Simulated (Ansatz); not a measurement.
Start from Na in the bcc (W type) structure (space group Im-3m, No. 229; a = 4.171 Å).

The values are results of PBEsol (Ansatz, a program for electronic structure, PAW, no spin-orbit coupling), not measurements.

Before the change:

* **Lattice parameter a**: 4.171 Å

It is then changed as follows: full substitution Na → Rb; the structure is relaxed again.

Question: How does this affect the lattice parameter a?

Answer: The lattice parameter a goes up by 1.395 Å to 5.566 Å.

Whether these cells are dynamically stable was not tested. The final runs are not spin-polarised.
